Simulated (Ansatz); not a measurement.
Pair distribution function (total) of Si (diamond structure), cell Si64, begun in the crystal structure [in the run: it stayed crystalline; mean temperature 1102 K (target 1060 K); density 2.24 g/cm³, volume +4 % from the start crystal's; Γ point only, which a denser mesh shifts by -0.5 GPa in pressure and 0.05 eV/Å in forces], from MD at 1102 K. These are PBE (plane waves, PAW; Ansatz, a first-principles code) values and carry that method's errors. Volume per atom 20.80 Å³, mean pressure 0.3 GPa. 

(r (Å), g(r)): (1.50, 0.00); (1.54, 0.00); (1.58, 0.00); (1.62, 0.00); (1.66, 0.00); (1.70, 0.00); (1.74, 0.00); (1.78, 0.00); (1.82, 0.00); (1.86, 0.00); (1.90, 0.00); (1.94, 0.00); (1.98, 0.00); (2.02, 0.00); (2.06, 0.01); (2.10, 0.05); (2.14, 0.21); (2.18, 0.55); (2.22, 1.26); (2.26, 2.50); (2.30, 3.51); (2.34, 4.13); (2.38, 4.32); (2.42, 3.72); (2.46, 3.08); (2.50, 2.20); (2.54, 1.48); (2.58, 0.88); (2.62, 0.49); (2.66, 0.29); (2.70, 0.15); (2.74, 0.08); (2.78, 0.03); (2.82, 0.02); (2.86, 0.01); (2.90, 0.00); (2.94, 0.00); (2.98, 0.00); (3.02, 0.00); (3.06, 0.00); (3.10, 0.00); (3.14, 0.00); (3.18, 0.01); (3.22, 0.01); (3.26, 0.02); (3.30, 0.03); (3.34, 0.05); (3.38, 0.09); (3.42, 0.15); (3.46, 0.22); (3.50, 0.38); (3.54, 0.55); (3.58, 0.73); (3.62, 0.97); (3.66, 1.32); (3.70, 1.72); (3.74, 2.07); (3.78, 2.40); (3.82, 2.58); (3.86, 2.83); (3.90, 2.81); (3.94, 2.76); (3.98, 2.52); (4.02, 2.29); (4.06, 1.94); (4.10, 1.67); (4.14, 1.43); (4.18, 1.23); (4.22, 1.08); (4.26, 1.10); (4.30, 1.14); (4.34, 1.22); (4.38, 1.36); (4.42, 1.48); (4.46, 1.62); (4.50, 1.68); (4.54, 1.69); (4.58, 1.71); (4.62, 1.66); (4.66, 1.57); (4.70, 1.40); (4.74, 1.20); (4.78, 1.03); (4.82, 0.83); (4.86, 0.67); (4.90, 0.49); (4.94, 0.41); (4.98, 0.29); (5.02, 0.24); (5.06, 0.20)

From the above, determine where the first shell ends and the number of neighbours in it.

g is nil from 2.9 to 3.2 Å, so any cut there serves; 4.0 neighbours in the shell, from n = 4πρ∫r²g(r)dr.
